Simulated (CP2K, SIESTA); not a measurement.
A CP2K input for a self-consistent single point of CdSe (F-43m, 2 atoms in the cell) (DFT PBEsol, GPW, TZVP-MOLOPT-SR-GTH basis, GTH-PBE potentials (GTH_POTENTIALS)):

```
&GLOBAL
  PROJECT cdse
  RUN_TYPE ENERGY_FORCE
  PRINT_LEVEL LOW
&END GLOBAL
&FORCE_EVAL
  METHOD Quickstep
  STRESS_TENSOR ANALYTICAL
  &DFT
    BASIS_SET_FILE_NAME BASIS_MOLOPT_UCL
    POTENTIAL_FILE_NAME GTH_POTENTIALS
    &QS
      METHOD GPW
      EPS_DEFAULT 1E-11
    &END QS
    &MGRID
      CUTOFF 500
      REL_CUTOFF 50
      NGRIDS 5
    &END MGRID
    &SCF
      SCF_GUESS ATOMIC
      EPS_SCF 1E-6
      MAX_SCF 100
      ADDED_MOS 4
      &DIAGONALIZATION
        ALGORITHM STANDARD
      &END DIAGONALIZATION
      &MIXING
        METHOD BROYDEN_MIXING
        ALPHA 0.4
        NBUFFER 8
        BETA 1.5
      &END MIXING
    &END SCF
    &KPOINTS
      SCHEME MONKHORST-PACK 6 6 6
      GAMMA_CENTERED T
    &END KPOINTS
    &XC
      &XC_FUNCTIONAL
        &PBE
          PARAMETRIZATION PBESOL
        &END PBE
      &END XC_FUNCTIONAL
    &END XC
    &PRINT
      &MO
        EIGENVALUES T
        OCCUPATION_NUMBERS T
        NDIGITS 8
        FILENAME mo
        &EACH
          QS_SCF 0
        &END EACH
        ADD_LAST NUMERIC
      &END MO
      &MULLIKEN OFF
      &END MULLIKEN
    &END PRINT
  &END DFT
  &SUBSYS
    &CELL
      A 4.30207200 0.00000000 0.00000000
      B 2.15103600 3.72570300 0.00000000
      C 2.15103600 1.24190100 3.51262700
      PERIODIC XYZ
    &END CELL
    &COORD
      SCALED
      Cd       0.00000000     0.00000000     0.00000000
      Se       0.75000000     0.75000000     0.75000000
    &END COORD
    &KIND Cd
      BASIS_SET TZVP-MOLOPT-SR-GTH
      POTENTIAL GTH-PBE-q12
    &END KIND
    &KIND Se
      BASIS_SET TZVP-MOLOPT-SR-GTH
      POTENTIAL GTH-PBE-q6
    &END KIND
  &END SUBSYS
  &PRINT
    &FORCES ON
    &END FORCES
    &STRESS_TENSOR ON
    &END STRESS_TENSOR
  &END PRINT
&END FORCE_EVAL
```

### Question
Translate this input to SIESTA.

### Answer
One input that does it (others would too):

```
# files in the folder: Cd.psml Se.psml (PseudoDojo PBEsol standard)
SystemName  CdSe
SystemLabel cdse

NumberOfAtoms                2
NumberOfSpecies              2
%block ChemicalSpeciesLabel
  1 48 Cd
  2 34 Se
%endblock ChemicalSpeciesLabel
LatticeConstant              1.0 Ang
%block LatticeVectors
     0.000000000    3.042024000    3.042024000
     3.042024000    0.000000000    3.042024000
     3.042024000    3.042024000    0.000000000
%endblock LatticeVectors
AtomicCoordinatesFormat      Fractional
%block AtomicCoordinatesAndAtomicSpecies
     0.000000000    0.000000000    0.000000000  1
     0.750000000    0.750000000    0.750000000  2
%endblock AtomicCoordinatesAndAtomicSpecies

XC.functional                GGA
XC.authors                   PBEsol
PAO.BasisSize                DZP
PAO.EnergyShift              0.01 Ry
MeshCutoff                   300 Ry
%block kgrid.MonkhorstPack
    6   0   0  0.0
    0   6   0  0.0
    0   0   6  0.0
%endblock kgrid.MonkhorstPack
OccupationFunction           FD
ElectronicTemperature        10 K

MaxSCFIterations             150
SCF.Mixer.Method             Pulay
SCF.Mixer.Weight             0.2
SCF.Mixer.History            8
SCF.DM.Tolerance             1.0E-04
Diag.ParallelOverK           true
WriteForces                  true
```

Basis, cutoffs, solver keys and any potentials are the target program's own. This input uses DFT, GGA PBEsol, numerical atomic orbitals DZP, PseudoDojo PBEsol standard norm-conserving potentials (rewritten from UPF to PSML). Both were run: pressure 1.03 GPa in CP2K and -0.60 in SIESTA; gap on the mesh 0.432 eV in CP2K and 0.696 in SIESTA.

On SIESTA: the starting cell comes from a database of computed structures (which also holds hypothetical and non-ambient phases and stackings), without a prior relaxation at this level. Its lattice was rescaled by a random factor within 2.5 % of one. Values carry the incompleteness of an atom-centred basis.

On CP2K: the starting cell comes from a database of computed structures (which also holds hypothetical and non-ambient phases and stackings), without a prior relaxation at this level. Its lattice was rescaled by a random factor within 2.5 % of one. Values carry the incompleteness of an atom-centred basis. The potentials were made for another functional than the one used.
